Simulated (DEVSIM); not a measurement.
Structure: abrupt GaAs p-n junction, at 300 K.

| layer (left to right) | material | thickness (μm) | Nd (cm⁻³) | Na (cm⁻³) | τn (s) | τp (s) |
|---|---|---|---|---|---|---|
| 1 | GaAs | 17.0 | - | 6.9e16 | 6e-8 | 6e-8 |
| 2 | GaAs | 4.20 | 1.5e17 | - | 6e-8 | 6e-8 |

Left contact: ohmic. Right contact: ohmic. Voltage is applied to the left contact. Recombination: SRH at mid-gap. Mobility is constant in doping.

Constants are typed, rounded textbook-type inputs, not results; the design itself was drawn at random and stands for no fabricated device. Values at 300 K.

```tsv
parameter	GaAs
gap (eV)	1.424
affinity (eV)	4.07
permittivity	12.9
Nc (cm⁻³)	4.7e17
Nv (cm⁻³)	9e18
μn (cm²/Vs)	8500
μp (cm²/Vs)	400
```

DEVSIM, 1D drift-diffusion, Boltzmann statistics, complete ionisation; no tunnelling, impact ionisation, image-force lowering or self-heating.

**Question.** Tabulate band edges, carrier densities and field at -10.0 V on the left contact.

**Answer.** Energies count from the Fermi level of the right contact; mesh points crowd at the junctions.

```json
[
 {"x (μm)": "0.000", "Ec (eV)": "11.298", "Ev (eV)": "9.874", "n (cm⁻³)": "< 1e2", "p (cm⁻³)": "6.9e16", "field (V/cm)": "≈ 0"},
 {"x (μm)": "0.03487", "Ec (eV)": "11.298", "Ev (eV)": "9.874", "n (cm⁻³)": "< 1e2", "p (cm⁻³)": "6.9e16", "field (V/cm)": "≈ 0"},
 {"x (μm)": "0.1262", "Ec (eV)": "11.298", "Ev (eV)": "9.874", "n (cm⁻³)": "< 1e2", "p (cm⁻³)": "6.9e16", "field (V/cm)": "≈ 0"},
 {"x (μm)": "0.3440", "Ec (eV)": "11.298", "Ev (eV)": "9.874", "n (cm⁻³)": "< 1e2", "p (cm⁻³)": "6.9e16", "field (V/cm)": "≈ 0"},
 {"x (μm)": "1.174", "Ec (eV)": "11.298", "Ev (eV)": "9.874", "n (cm⁻³)": "< 1e2", "p (cm⁻³)": "6.9e16", "field (V/cm)": "≈ 0"},
 {"x (μm)": "3.032", "Ec (eV)": "11.298", "Ev (eV)": "9.874", "n (cm⁻³)": "< 1e2", "p (cm⁻³)": "6.9e16", "field (V/cm)": "≈ 0"},
 {"x (μm)": "7.458", "Ec (eV)": "11.298", "Ev (eV)": "9.874", "n (cm⁻³)": "< 1e2", "p (cm⁻³)": "6.9e16", "field (V/cm)": "≈ 0"},
 {"x (μm)": "14.07", "Ec (eV)": "11.298", "Ev (eV)": "9.874", "n (cm⁻³)": "< 1e2", "p (cm⁻³)": "6.9e16", "field (V/cm)": "≈ 0"},
 {"x (μm)": "15.82", "Ec (eV)": "11.298", "Ev (eV)": "9.874", "n (cm⁻³)": "< 1e2", "p (cm⁻³)": "6.9e16", "field (V/cm)": "≈ 0"},
 {"x (μm)": "16.53", "Ec (eV)": "11.298", "Ev (eV)": "9.874", "n (cm⁻³)": "< 1e2", "p (cm⁻³)": "6.8e16", "field (V/cm)": "-190"},
 {"x (μm)": "16.82", "Ec (eV)": "8.907", "Ev (eV)": "7.483", "n (cm⁻³)": "< 1e2", "p (cm⁻³)": "< 1e2", "field (V/cm)": "-210000"},
 {"x (μm)": "16.96", "Ec (eV)": "4.889", "Ev (eV)": "3.465", "n (cm⁻³)": "< 1e2", "p (cm⁻³)": "< 1e2", "field (V/cm)": "-350000"},
 {"x (μm)": "17.00", "Ec (eV)": "3.593", "Ev (eV)": "2.169", "n (cm⁻³)": "< 1e2", "p (cm⁻³)": "< 1e2", "field (V/cm)": "-390000"},
 {"x (μm)": "17.04", "Ec (eV)": "2.374", "Ev (eV)": "0.950", "n (cm⁻³)": "< 1e2", "p (cm⁻³)": "< 1e2", "field (V/cm)": "-310000"},
 {"x (μm)": "17.17", "Ec (eV)": "0.086", "Ev (eV)": "-1.338", "n (cm⁻³)": "1.7e16", "p (cm⁻³)": "< 1e2", "field (V/cm)": "-38000"},
 {"x (μm)": "17.46", "Ec (eV)": "0.030", "Ev (eV)": "-1.395", "n (cm⁻³)": "1.5e17", "p (cm⁻³)": "< 1e2", "field (V/cm)": "≈ 0"},
 {"x (μm)": "18.14", "Ec (eV)": "0.030", "Ev (eV)": "-1.395", "n (cm⁻³)": "1.5e17", "p (cm⁻³)": "< 1e2", "field (V/cm)": "≈ 0"},
 {"x (μm)": "19.62", "Ec (eV)": "0.030", "Ev (eV)": "-1.395", "n (cm⁻³)": "1.5e17", "p (cm⁻³)": "< 1e2", "field (V/cm)": "≈ 0"},
 {"x (μm)": "20.75", "Ec (eV)": "0.030", "Ev (eV)": "-1.395", "n (cm⁻³)": "1.5e17", "p (cm⁻³)": "< 1e2", "field (V/cm)": "≈ 0"},
 {"x (μm)": "21.03", "Ec (eV)": "0.030", "Ev (eV)": "-1.395", "n (cm⁻³)": "1.5e17", "p (cm⁻³)": "< 1e2", "field (V/cm)": "≈ 0"},
 {"x (μm)": "21.14", "Ec (eV)": "0.030", "Ev (eV)": "-1.395", "n (cm⁻³)": "1.5e17", "p (cm⁻³)": "< 1e2", "field (V/cm)": "≈ 0"},
 {"x (μm)": "21.20", "Ec (eV)": "0.030", "Ev (eV)": "-1.395", "n (cm⁻³)": "1.5e17", "p (cm⁻³)": "< 1e2", "field (V/cm)": "≈ 0"}
]
```
